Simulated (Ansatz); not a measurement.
**A computed series for GaN: response to strain**

Take GaN in the zinc blende structure (space group F-43m, No. 216) as the base.

```xyz
2
Lattice="0.0000 2.2277 2.2277 2.2277 0.0000 2.2277 2.2277 2.2277 0.0000" Properties=species:S:1:pos:R:3 pbc="T T T"
Ga     0.0000     0.0000     0.0000
N      1.1138     1.1138     1.1138
```

Cartesian axes are those of the cell as printed.

Strains are applied to the cell and any free atomic positions relax; under biaxial strain the out-of-plane vector relaxes too.

The values are results of Ansatz (a quantum-chemistry and plane-wave program), LDA, PAW, cutoff 420 eV, no spin-orbit coupling, not measurements.

```csv
"biaxial strain, plane normal [111], relaxed out of plane (%)",band gap (eV)
0,1.96
0.42,?
0.83,1.82
1.67,1.67
2.08,1.61
2.5,1.54
```

Task: Fit E_g = E₀ + Dε (ε in %) to the rows shown and predict the withheld row.

Result: Least squares on the printed values gives E₀ = 1.96 eV, D = -169 meV per % of strain (largest residual 0.01 eV); this predicts 1.89 eV, and the run gives 1.88 eV, in agreement.

No phonon test of stability was made. This is not the structure that GaN has at room temperature and ambient pressure.
